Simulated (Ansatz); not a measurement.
**Computed paths: Rh-vacancy pair in fcc Al, neutral cell**

System: Rh-vacancy pair (Rh on one host Al site, one Al site vacant) in fcc Al (neutral cell). Calculation: PBE, PAW (plane waves to 420 eV; Ansatz, a first-principles code).

Settings: 32 host sites, the relaxed PBE lattice, a 3×3×3 k-point mesh shifted by half a step, smearing 0.10 eV, spin-restricted, no image-charge correction. Energies are static. Forms of the defect that were not tried may lie lower.

Barriers: single points on a 5×5×5 k-point mesh shifted by half a step at the bands' geometries.

```json
[
 {"Route": "Rh and the vacancy change places (Rh-vacancy distance between ideal sites 2.86 Å throughout)", "Start site over the lowest site run (eV)": "0.00", "Hop (Å)": "3.21", "Forward barrier (eV)": "1.20", "Backward barrier (eV)": "1.20", "Neighbours at the start": "Al at 2.66, 4 Al at 2.72, 6 Al at 2.80 Å", "Neighbours at the saddle": "2 Al at 2.43, 2 Al at 2.51, 2 Al at 2.64 Å", "Saddle order": "not checked, on a symmetry element", "Forward, on the band's own sampling (eV)": "1.22"}
]
```

Paths come from nudged elastic bands with a climbing image.  A band can be held on a symmetry element, so unchecked saddle points there may be too high.
